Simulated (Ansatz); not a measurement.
For TaAl₃ (model structure, started from the A15 type, Pm-3n, No. 223, 8 atoms in the cell), PBE (PAW; Ansatz, a first-principles code) gives:

- lattice parameter a = 5.127 Å
- cohesive energy = 4.62 eV/atom

### Question
What does r²SCAN in Ansatz (plane waves, PAW) give for the same quantities?

### Answer

- lattice constant a: 5.095 Å (falls by 0.6 %)
- cohesive energy: 4.70 eV/atom (grows by 0.08 eV/atom)

Changes are worked out from the printed values.

Unless a cell is named, each level is at its own relaxed cell (PBE 16.85, r²SCAN 16.53 Å³/atom).

Levels without +SOC leave out spin–orbit coupling, which shifts energies and cells of such heavy elements.

Ansatz's density-functional and Hartree–Fock values are scalar-relativistic unless marked +SOC, with PAW data made under PBE.

A model structure was made by putting elements into a prototype or built by hand; it is no filed structure, need not be a known phase, and can be a saddle point held by its symmetry.
